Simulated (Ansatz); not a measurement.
Worked example: relaxation of the atoms of Rb3LiPb4 (P1, 16 atoms in the cell) in Ansatz (a program for electronic structure).

Method of the run: PBEsol, default PAW files made with PBE (plane waves; Ansatz).

The change in words: atoms moved at random; relax: default → atoms; relax.f_tol: default → 0.03 eV/Å. Reference geometry:
```
Rb3LiPb4
1.0
    3.63875    -8.21669     0.00000
    3.63875     8.21669     0.00000
    0.00000     0.00000    10.65835
Rb Li Pb
6 2 8
Direct
  0.22621   0.77379   0.75000
  0.77379   0.22621   0.25000
  0.61282   0.38718   0.54379
  0.38718   0.61282   0.45621
  0.38718   0.61282   0.04379
  0.61282   0.38718   0.95621
  0.00000   0.00000   0.50000
  0.00000   0.00000   0.00000
  0.18342   0.25052   0.75000
  0.81658   0.74948   0.25000
  0.25052   0.18342   0.25000
  0.74948   0.81658   0.75000
  0.83269   0.16731   0.60675
  0.16731   0.83269   0.39325
  0.16731   0.83269   0.10675
  0.83269   0.16731   0.89325
```

Reference input (self-consistent single point, DFT, PBEsol, plane waves, default PAW files made with PBE): basis.ecutwfc = 420 eV; kpoints.mp_grid.grid = 4 4 3; hamiltonian.xc = pbesol; hamiltonian.pseudopotentials = {kind: paw} (the program's default PAW files); scf.occupations.method = fixed. This run's input differs from it in these lines:

Ansatz 0.2 input:
```diff
@@ -7,18 +7,18 @@
   atoms:
-    - { symbol: Rb, position_ang: [3.638745, 4.499295, 7.993763] }
-    - { symbol: Rb, position_ang: [3.638745, -4.499295, 2.664588] }
-    - { symbol: Rb, position_ang: [3.638745, -1.854014, 5.795904] }
-    - { symbol: Rb, position_ang: [3.638745, 1.854014, 4.862446] }
-    - { symbol: Rb, position_ang: [3.638745, 1.854014, 0.466729] }
-    - { symbol: Rb, position_ang: [3.638745, -1.854014, 10.191621] }
-    - { symbol: Li, position_ang: [0.000000, 0.000000, 5.329175] }
-    - { symbol: Li, position_ang: [0.000000, 0.000000, 0.000000] }
-    - { symbol: Pb, position_ang: [1.578997, 0.551340, 7.993763] }
-    - { symbol: Pb, position_ang: [5.698493, -0.551340, 2.664588] }
-    - { symbol: Pb, position_ang: [1.578997, -0.551340, 2.664588] }
-    - { symbol: Pb, position_ang: [5.698493, 0.551340, 7.993763] }
-    - { symbol: Pb, position_ang: [3.638745, -5.467221, 6.466954] }
-    - { symbol: Pb, position_ang: [3.638745, 5.467221, 4.191396] }
-    - { symbol: Pb, position_ang: [3.638745, 5.467221, 1.137779] }
-    - { symbol: Pb, position_ang: [3.638745, -5.467221, 9.520571] }
+    - { symbol: Rb, position_ang: [3.621945, 4.485220, 7.958569] }
+    - { symbol: Rb, position_ang: [3.666389, -4.463018, 2.665845] }
+    - { symbol: Rb, position_ang: [3.628709, -1.868048, 5.834892] }
+    - { symbol: Rb, position_ang: [3.606513, 1.821147, 4.888484] }
+    - { symbol: Rb, position_ang: [3.655778, 1.896601, 0.459322] }
+    - { symbol: Rb, position_ang: [3.646183, -1.822988, 10.192484] }
+    - { symbol: Li, position_ang: [-0.079190, -0.030673, 5.220971] }
+    - { symbol: Li, position_ang: [0.018387, 0.002210, 0.018983] }
+    - { symbol: Pb, position_ang: [1.556280, 0.514800, 8.002524] }
+    - { symbol: Pb, position_ang: [5.620114, -0.518884, 2.579758] }
+    - { symbol: Pb, position_ang: [1.546325, -0.500832, 2.664715] }
+    - { symbol: Pb, position_ang: [5.773957, 0.548292, 8.075832] }
+    - { symbol: Pb, position_ang: [3.693595, -5.512594, 6.456178] }
+    - { symbol: Pb, position_ang: [3.701794, 5.560670, 4.245946] }
+    - { symbol: Pb, position_ang: [3.610108, 5.387273, 1.091159] }
+    - { symbol: Pb, position_ang: [3.675540, -5.499184, 9.581974] }
 basis:
@@ -32,2 +32,4 @@
   occupations: { method: fixed }
+relax:
+  f_tol: 0.03
 output:
```

Output, abridged:

```
   [... SCF lines of the steps left out ...]
relax step   1: F+E_penalty+E_count = -113751.09632297 eV  Δ(F+E_penalty+E_count) = +0.000e0 eV  max|allowed force component| = 5.580e-1 eV/Å  Δτ_max = 0.0000 Å  (6 SCF iters, dr2 threshold 2.25e-5 eV, accepted)
relax step   2: F+E_penalty+E_count = -113751.21973386 eV  Δ(F+E_penalty+E_count) = -1.234e-1 eV  max|allowed force component| = 3.246e-1 eV/Å  Δτ_max = 0.1209 Å  (6 SCF iters, dr2 threshold 1.95e-5 eV, accepted)
relax step   3: F+E_penalty+E_count = -113751.24579868 eV  Δ(F+E_penalty+E_count) = -2.606e-2 eV  max|allowed force component| = 4.264e-2 eV/Å  Δτ_max = 0.1779 Å  (6 SCF iters, dr2 threshold 6.59e-6 eV, accepted)
relax step   4: F+E_penalty+E_count = -113751.24948066 eV  Δ(F+E_penalty+E_count) = -3.682e-3 eV  max|allowed force component| = 9.751e-3 eV/Å  Δτ_max = 0.0476 Å  (7 SCF iters, accepted)
Free energy (F): -113751.249481 eV
Internal energy: -113751.249481 eV  (E = F + TS)
E sigma→0 (E₀):  -113751.249481 eV
Fermi energy:    5.898717 eV
--- Forces (eV/Å), atoms counted from 1 ---
  atom   1  Rb    -0.00100716     0.00100715     0.00066639
  atom   2  Rb     0.00140410     0.00047569     0.00086969
  atom   3  Rb     0.00105333    -0.00151711    -0.00229346
  atom   4  Rb     0.00006928     0.00393972     0.00107088
  atom   5  Rb    -0.00098548     0.00181525    -0.00157653
  atom   6  Rb     0.00010662    -0.00495264     0.00264122
  atom   7  Li    -0.00011316     0.00093386    -0.00017127
  atom   8  Li    -0.00076741    -0.00193432     0.00041715
  atom   9  Pb    -0.00948137     0.00446173     0.00058067
  atom  10  Pb     0.00712684    -0.00368382    -0.00066051
   [... lines left out ...]
    - { symbol: Pb, position: [0.8338428376022134, 0.16736884485972625, 0.6063767175364281] }
    - { symbol: Pb, position: [0.16688259448168563, 0.8325327989443296, 0.3930927419931844] }
    - { symbol: Pb, position: [0.1660000879133473, 0.8323914356491272, 0.10671898830238882] }
    - { symbol: Pb, position: [0.8328170666657265, 0.16737752442002474, 0.892709714450762] }
```

The run converged. 

Summary of the result:
- Free energy E − TS (on the zero of these files) = -113751.2495 eV
- Top of the valence band (on the code's own zero) = 5.90 eV
- Gap on the k-point mesh = 0.18 eV
- Pressure = -0.51 GPa
- Largest force (vector length) = 0.011 eV/Å
- Relaxation steps = 4

The starting cell comes from a database of computed structures (which also holds hypothetical and non-ambient phases and stackings), without a prior relaxation at this level. For this run, on top of that: atoms moved at random. Spin-orbit coupling is off. Ansatz's pressure includes its estimate of the finite-basis (Pulay) stress.

Cost on one core of a shared machine: roughly 20 min.
